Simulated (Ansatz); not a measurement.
Abridged Ansatz (an electronic-structure program) output:

```
Relaxation: its limit of steps is 50 (relax.max_steps)
Pseudopotential: Al, paw, valence charge 3
Crystal: 1 atoms, lattice volume = 15.803 Å³
Basis set: ecut = 420 eV, 323 PW (Γ), exchange–correlation on 40×40×40 points (8 copies of the dense FFT grid, shifted against one another)
Bands: 6, of which v1, the nominal top of the filled ones, is band 2 counted from 1 (1 counted from 0)
Symmetry: 8 space group operations
k-points: 3060 of 21952
Functional: x = slater, c = lda
SCF iter   1: F=—  HF=-512.882959 eV  |F-HF|=—  |Δ(HF+E_count)|=         —  Δρ=3.47e-3  dr2=1.81e-3  ethr=1.77e-3  ⟨swp⟩=4.8  Hψ=161795  notcnv=0
SCF iter   2: F=—  HF=-512.882307 eV  |F-HF|=—  |Δ(HF+E_count)|=   6.52e-4  Δρ=1.57e-3  dr2=3.56e-4  ethr=6.03e-5  ⟨swp⟩=1.0  Hψ=42844  notcnv=0  defer=6
SCF 1 converged in 6 iterations: F = -512.882158 eV  dr2 = 1.88e-14
relax step   1: F+E_penalty+E_count = -512.88215833 eV  Δ(F+E_penalty+E_count) = +0.000e0 eV  max|allowed force component| = 0.000e0 eV/Å  Δτ_max = 0.0000 Å  (6 SCF iters, accepted)
SCF converged after 6 iterations
Free energy (F): -512.882158 eV
Internal energy: -512.868953 eV  (E = F + TS)
E sigma→0 (E₀):  -512.875556 eV
Entropy (-TS):   -0.013205 eV (-13.205 meV/atom)
Fermi energy:    8.191104 eV
--- Forces (eV/Å), atoms counted from 1 ---
  atom   1  Al     0.00000000     0.00000000     0.00000000
--- Stress (GPa, compression-positive) ---
        0.125105      -1.196600      -0.000000
       -1.196600       0.125105       0.000000
       -0.000000       0.000000       0.112903
  P = ⅓ Tr σ = 0.1210 GPa (1.210 kbar)
--- Relaxed structure (1 steps of the walk, 1 accepted, 0 SCFs on fresh bases) ---
  atoms:
    - { symbol: Al, position: [0.0, 0.0, 0.0] }
```

### Question
What was computed, and what are the main results?

### Answer
Al, 1 atom in the cell, with Ansatz, LDA, PAW, cutoff 420 eV, scalar-relativistic without spin-orbit coupling. The last SCF converged to F = -512.882158 eV, or -512.8822 eV per atom, at a pressure of 0.12 GPa. The total energy compares only with runs of the same code, potentials and settings.

The cells carry an imposed strain or load. No phonon test of stability was made. The cell was made from Al in the fcc (Cu type) structure (space group Fm-3m, No. 225) by this change: tensor shear ε_xy = +1.71 %.

Keys are those of Ansatz 0.2.
